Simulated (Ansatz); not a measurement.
Ansatz (an electronic-structure program) run on NaTiO₂ (R-3m, 4 atoms in the cell): relaxation of cell and atoms.

Computed with PBEsol, PAW files made with PBE (plane waves; Ansatz).

```
CELL_PARAMETERS angstrom
      1.50659     0.86983     5.39905
     -1.50659     0.86983     5.39905
      0.00000    -1.73966     5.39905
ATOMIC_POSITIONS crystal
  Na 0.00000 0.00000 0.00000
  Ti 0.50000 0.50000 0.50000
  O  0.76381 0.76381 0.76381
  O  0.23619 0.23619 0.23619
```
Moments meant for the start (each program seeds them in its own way; μB, in the order of the atoms Na Ti O O): 0.0 1.0 0.0 0.0.

Reference input (self-consistent single point, DFT, PBEsol, plane waves, PAW files made with PBE): kpoints.mp_grid.grid = 8 8 8; hamiltonian.xc = pbesol; hamiltonian.pseudopotentials = {kind: paw} (the program's default PAW files); magnetization.spin_polarized = true; scf.occupations.method = fermi_dirac; scf.occupations.width = 0.1 eV. This run's input differs from it in these lines:

```diff
@@ -24,2 +24,4 @@
     width: 0.1
+relax:
+  cell: {}
 output:
```

Log, with long lists cut:

```
   [... SCF lines of the steps left out ...]
relax step   1: F+E_penalty+E_count = -5076.47065626 eV  Δ(F+E_penalty+E_count) = +0.000e0 eV  max|allowed force component| = 5.444e-2 eV/Å  Δτ_max = 0.0000 Å  P = -3.739 GPa  Ω = 42.452 Å³  (14 SCF iters, dr2 threshold 1.00e-7 eV, accepted)
relax step   2: F+E_penalty+E_count = -5076.50064713 eV  Δ(F+E_penalty+E_count) = -2.999e-2 eV  max|allowed force component| = 1.462e-1 eV/Å  Δτ_max = 0.0070 Å  P = -1.411 GPa  Ω = 41.732 Å³  energy of the carried Pulay correction = +1.760e-3 eV  (9 [...]
   [... lines left out ...]
relax step   6: F+E_penalty+E_count = -5076.50301847 eV  Δ(F+E_penalty+E_count) = -1.240e-4 eV  max|allowed force component| = 1.860e-4 eV/Å  Δτ_max = 0.0008 Å  P = +0.002 GPa  Ω = 41.412 Å³  energy of the carried Pulay correction = +9.887e-5 eV  (8 [...]
relax step   7: F+E_penalty+E_count = -5076.50290928 eV  Δ(F+E_penalty+E_count) = +1.092e-4 eV  max|allowed force component| = 1.777e-4 eV/Å  Δτ_max = 0.0000 Å  P = -0.001 GPa  Ω = 41.412 Å³  stress off target by 2.09e-3 GPa  SCF on the basis [...]
basis re-selected at this cell: Δ(F+E_penalty+E_count) = +1.092e-4 eV, ΔP = -0.003 GPa vs the last step
the relaxation is at rest under the 12 symmetry operations that the run kept from its start: a minimum is not shown …
the relaxation's final electronic state is not compared with the one that a single-point calculation of its input finds at the relaxed geometry …
   [... lines left out ...]
Absolute magnetization: 0.0000 μB (∫|ρ↑−ρ↓|, with the PAW one-centre terms)
Free energy (F): -5076.502909 eV
Fermi energy:    11.880155 eV
  cell:  # Å, volume = 41.4123 Å³
   [... lines left out ...]
    - [3.778618285333786e-34, -1.7059538119923283, 5.47700795139385]
  atoms:
    - { symbol: Na, position: [-1.3387574665004082e-20, -1.3387574665004273e-20, -1.3387574665004252e-20] }
    - { symbol: Ti, position: [0.5, 0.5, 0.49999999999999994] }
    - { symbol: O, position: [0.7635145083101965, 0.7635145083101965, 0.7635145083101963] }
    - { symbol: O, position: [0.23648549168980368, 0.23648549168980368, 0.2364854916898036] }
```

The run converged.  The full log also holds: “iter 8 did not close the SCF: its close was put off for a magnetic moment that had not settled (scf_convergence_deferred on its scf_iter line)”. The full log also holds: “iter 7 did not close the SCF: its close was put off for a magnetic moment that had not settled (scf_convergence_deferred on its scf_iter line)”.

Summary of the result:
```
Item                                                                                                                 Value
-----------------------------------------------  -------------------------------------------------------------------------
Free energy E − TS (on the zero of these files)                                                              -5076.5029 eV
Fermi level (on the code's own zero)                                                                              11.88 eV
Pressure                                                                                                          0.00 GPa
Size of the cell's spin moment                                                                                     0.00 μB
Final cell                                       a = 5.737 Å, b = 5.737 Å, c = 5.737 Å, α = 29.85°, β = 29.85°, γ = 29.85°
Final volume per atom                                                                                             10.35 Å³
Relaxation steps                                                                                                         7
```

The starting cell comes from a database of computed structures (which also holds hypothetical and non-ambient phases and stackings), without a prior relaxation at this level. The starting moments vanished: the run ended non-magnetic. The program warned that a starting moment was not kept. The relaxation keeps the symmetry of its start, so its end need not be a minimum. Ansatz's pressure includes its estimate of the finite-basis (Pulay) stress.

Cost on one core of a shared machine: roughly 40 s.

Keys are those of Ansatz 0.2.
